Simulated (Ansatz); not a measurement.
Consider interstitial O in diamond, neutral cell. These are PBE, PAW (plane waves to 420 eV; Ansatz, a program for electronic structure) values and carry that method's errors.

Settings: 64 host sites, the relaxed PBE lattice, a 2×2×2 k-point mesh shifted by half a step, smearing 0.01 eV, spin-restricted, no image-charge correction. Energies are static. The host's phase is taken as given; its stability against other phases was not computed. The charge state is imposed; whether it is stable for some Fermi level was not computed. Sites that were not tried may lie lower.

Barriers: single points on a 3×3×3 k-point mesh shifted by half a step at the bands' geometries.

The step: several atoms move together, O the farthest. Atoms about the jump, Cartesian Å from the middle of the jump, before and after:

| atom | x0 | y0 | z0 | x1 | y1 | z1 |
|---|---|---|---|---|---|---|
| O1 | -0.44 | -0.28 | -0.16 | 0.44 | 0.28 | 0.16 |
| C2 | 0.57 | 0.07 | -0.85 | 0.10 | -0.40 | -0.85 |
| C3 | 1.33 | 0.81 | 0.23 | 1.46 | 0.96 | 0.51 |
| C4 | -0.79 | -1.29 | 0.52 | -0.70 | -1.21 | 0.20 |
| C5 | 0.33 | 1.60 | 1.14 | 0.41 | 1.77 | 1.31 |
| C6 | -1.59 | -0.24 | 1.33 | -1.47 | -0.19 | 1.15 |
| C7 | 2.12 | -0.15 | 1.15 | 2.22 | -0.11 | 1.25 |
| C8 | 0.30 | -2.00 | 1.23 | 0.31 | -1.95 | 1.14 |
| C9 | -0.48 | 0.87 | -1.65 | -0.64 | 0.67 | -1.61 |
| C10 | 1.28 | -1.03 | -1.56 | 1.19 | -1.11 | -1.56 |
| C11 | -0.58 | 0.69 | 2.07 | -0.54 | 0.75 | 2.08 |
| C12 | 1.20 | -1.05 | 2.06 | 1.22 | -1.03 | 2.05 |
| C13 | -1.53 | -2.05 | -0.55 | -1.55 | -2.04 | -0.64 |
| C14 | 2.18 | 1.68 | -0.63 | 2.17 | 1.67 | -0.59 |
| C15 | -1.43 | 1.63 | -0.63 | -1.44 | 1.59 | -0.61 |
| C16 | 2.11 | -1.93 | -0.61 | 2.09 | -1.94 | -0.61 |
| C17 | -0.56 | 2.51 | 0.28 | -0.53 | 2.51 | 0.30 |
| C18 | -2.36 | 0.71 | 0.30 | -2.34 | 0.72 | 0.28 |
| C19 | 3.01 | -1.06 | 0.29 | 3.01 | -1.04 | 0.29 |
| C20 | 1.21 | -2.84 | 0.28 | 1.22 | -2.84 | 0.28 |
| C21 | 0.33 | -0.16 | 2.96 | 0.33 | -0.16 | 2.95 |
| C22 | 0.36 | 1.71 | -2.49 | 0.32 | 1.60 | -2.40 |
| C23 | -1.42 | -0.14 | -2.40 | -1.52 | -0.19 | -2.46 |
| C24 | 2.15 | -0.15 | -2.43 | 2.10 | -0.17 | -2.39 |
| C25 | 0.33 | -1.93 | -2.38 | 0.31 | -1.98 | -2.43 |
| C26 | 1.25 | 2.56 | -1.53 | 1.21 | 2.50 | -1.49 |
| C27 | -2.33 | -1.06 | -1.47 | -2.39 | -1.08 | -1.53 |
| C28 | 3.04 | 0.75 | -1.51 | 3.00 | 0.73 | -1.49 |
| C29 | -0.57 | -2.84 | -1.48 | -0.59 | -2.88 | -1.52 |
| C30 | 1.21 | 2.51 | 2.05 | 1.25 | 2.60 | 2.15 |
| C31 | -2.44 | -1.08 | 2.16 | -2.35 | -1.06 | 2.06 |
| C32 | 3.01 | 0.73 | 2.07 | 3.07 | 0.75 | 2.12 |
| C33 | -0.58 | -2.87 | 2.10 | -0.57 | -2.84 | 2.06 |

Give the saddle-point geometry and the barrier.


```tsv
atom	x	y	z
O1	0.33	-0.15	0.07
C2	0.33	-0.15	-1.21
C3	1.29	0.80	0.53
C4	-0.63	-1.11	0.53
C5	0.34	1.68	1.26
C6	-1.51	-0.16	1.26
C7	2.16	-0.15	1.26
C8	0.32	-1.99	1.26
C9	-0.61	0.78	-1.69
C10	1.26	-1.09	-1.69
C11	-0.58	0.75	2.12
C12	1.24	-1.06	2.12
C13	-1.41	-1.89	-0.60
C14	2.06	1.58	-0.60
C15	-1.43	1.60	-0.63
C16	2.09	-1.91	-0.63
C17	-0.55	2.51	0.28
C18	-2.34	0.72	0.28
C19	2.99	-1.03	0.28
C20	1.21	-2.82	0.28
C21	0.33	-0.15	2.97
C22	0.31	1.68	-2.47
C23	-1.51	-0.13	-2.47
C24	2.16	-0.17	-2.47
C25	0.35	-1.99	-2.47
C26	1.20	2.51	-1.50
C27	-2.34	-1.02	-1.50
C28	2.99	0.71	-1.50
C29	-0.54	-2.82	-1.50
C30	1.22	2.56	2.10
C31	-2.38	-1.05	2.10
C32	3.04	0.74	2.10
C33	-0.57	-2.87	2.10
```
It lies 3.09 eV above the start and 3.09 eV above the end. The saddle point's order was not checked, and it lies on a symmetry element of the cell, where a band can be held.
